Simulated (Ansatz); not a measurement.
The parent structure is TiC in the rock salt structure (space group Fm-3m, No. 225; a = 4.293 Å; relaxed with 0.1 eV smearing). Axes: x, y, z lie along the cube axes.

Method: Ansatz (a quantum-chemistry and plane-wave program), PBEsol, PAW, cutoff 420 eV, no spin-orbit coupling.

The change: uniaxial strain ε_zz = +2.00 %, all other strain components held at zero, atoms relaxed at fixed cell.

Question: Predict the stress tensor and what it implies for the stiffness.

Answer: Stress of the strained cell less that of the base (GPa, compression positive):
```
   -2.4     0.0     0.0
    0.0    -2.4     0.0
    0.0     0.0    -9.9
```

Then −Δσ_ii/ε with ε = 0.0200 gives secant stiffness values (nonlinear terms included at this strain): C33 ≈ 497 GPa, C13 ≈ 119 GPa and C23 ≈ 119 GPa.

As a check, the harmonic strain energy −½ V₀ Δσ:ε is 6.1 meV/atom; the computed energy rise is 6.4 meV/atom.

No phonon test of stability was made. All final runs are without spin polarisation.
